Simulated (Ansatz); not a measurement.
An Ansatz (a quantum-chemistry and plane-wave program) run: Ba with a change (pressure 1.5 GPa); PBE/PAW in Ansatz, spin-orbit coupling left out.

Input:

Ansatz 0.2 input:
```yaml
crystal:
  lattice:
    - [-2.4504380135, 2.4504380135, 2.4504380135]
    - [2.4504380135, -2.4504380135, 2.4504380135]
    - [2.4504380135, 2.4504380135, -2.4504380135]
  atoms:
    - { symbol: Ba, position: [0, 0, 0] }
basis: { ecutwfc: 420, ecutrho_ratio: 4, xc_grid: 2, fft_grid_basis: typed }
kpoints: { mp_grid: { grid: [13, 13, 13] } }
hamiltonian:
  xc: pbe
  dispersion: none
  pseudopotentials: { kind: paw }
scf: { occupations: { method: fermi_dirac, width: 0.05 } }
relax: { f_tol: 0.01, max_steps: 60, cell: { stress_tol: 0.02, p_target: 1.5 } }
output: { forces: true, stress: true }
checkpoint: { write: state.ck, write_every: 1000 }
```

Output (explanatory and most iteration lines left out):

```
Relaxation: its limit of steps is 60 (relax.max_steps)
Pseudopotential: Ba, paw, valence charge 10
Crystal: 1 atoms, lattice volume = 58.856 Å³
Basis set: ecut = 420 eV, 1157 PW (Γ), exchange–correlation on 60×60×60 points (8 copies of the dense FFT grid, shifted against one another)
Bands: 9, of which v1, the nominal top of the filled ones, is band 5 counted from 1 (4 counted from 0)
Symmetry: 48 space group operations
Space group: Im-3m (ITA 229), of the structure as read, at distance tolerance 3.9e-5 Å
k-points: 84 of 2197
Functional: x = pbe(κ = 0.804, μ = 0.2195149727645171), c = pbe(β = 0.06672455060314922)
SCF iter   1: F=—  HF=-5949.535509 eV  |F-HF|=—  |Δ(HF+E_count)|=         —  Δρ=1.17e-3  dr2=1.15e-3  ethr=1.77e-3  ⟨swp⟩=8.0  Hψ=7674  notcnv=0
SCF iter   2: F=—  HF=-5949.535733 eV  |F-HF|=—  |Δ(HF+E_count)|=   2.24e-4  Δρ=8.09e-4  dr2=5.85e-4  ethr=1.15e-5  ⟨swp⟩=2.5  Hψ=1732  notcnv=0
SCF 1 converged in 6 iterations: F = -5949.535807 eV  dr2 = 1.77e-9
relax step   1: F+E_penalty+E_count = -5949.53580707 eV  Δ(F+E_penalty+E_count) = +0.000e0 eV  max|allowed force component| = 0.000e0 eV/Å  Δτ_max = 0.0000 Å  P = +0.710 GPa  Ω = 58.856 Å³  (6 SCF iters, dr2 threshold 1.00e-7 eV, accepted)
[... steps on the carried basis left out ...]
relax step   5: F+E_penalty+E_count = -5949.50961832 eV  Δ(F+E_penalty+E_count) = +3.755e-5 eV  max|allowed force component| = 0.000e0 eV/Å  Δτ_max = 0.0000 Å  P = +1.500 GPa  Ω = 55.006 Å³  stress off target by 4.56e-4 GPa  SCF on the basis re-selected at this cell (its energy is not comparable with the rows above)  (5 SCF iters)
SCF converged after 5 iterations
Free energy (F): -5949.509618 eV
Internal energy: -5949.498613 eV  (E = F + TS)
E sigma→0 (E₀):  -5949.504115 eV
Entropy (-TS):   -0.011006 eV (-11.006 meV/atom)
Fermi energy:    6.906977 eV
--- Forces (eV/Å), atoms counted from 1 ---
  atom   1  Ba     0.00000000    -0.00000000     0.00000000
--- Stress (GPa, compression-positive) ---
        1.499544      -0.000000      -0.000000
        0.000000       1.499544       0.000000
        0.000000       0.000000       1.499544
  P = ⅓ Tr σ = 1.4995 GPa (14.995 kbar)
--- Relaxed structure (4 steps of the walk, 4 accepted, 1 SCFs on fresh bases) ---
  cell:  # Å, volume = 55.0058 Å³
    - [-2.395794621266979, 2.395794621266979, 2.395794621266979]
    - [2.395794621266979, -2.395794621266979, 2.395794621266979]
    - [2.395794621266979, 2.395794621266979, -2.395794621266979]
  atoms:
    - { symbol: Ba, position: [0.0, 0.0, 0.0] }
```

Load acts through the strain it causes; cell and atoms are relaxed under it. No phonon test of stability was made. The cell was made from Ba in the bcc (W type) structure (space group Im-3m, No. 229) by this change: pressure 1.5 GPa.
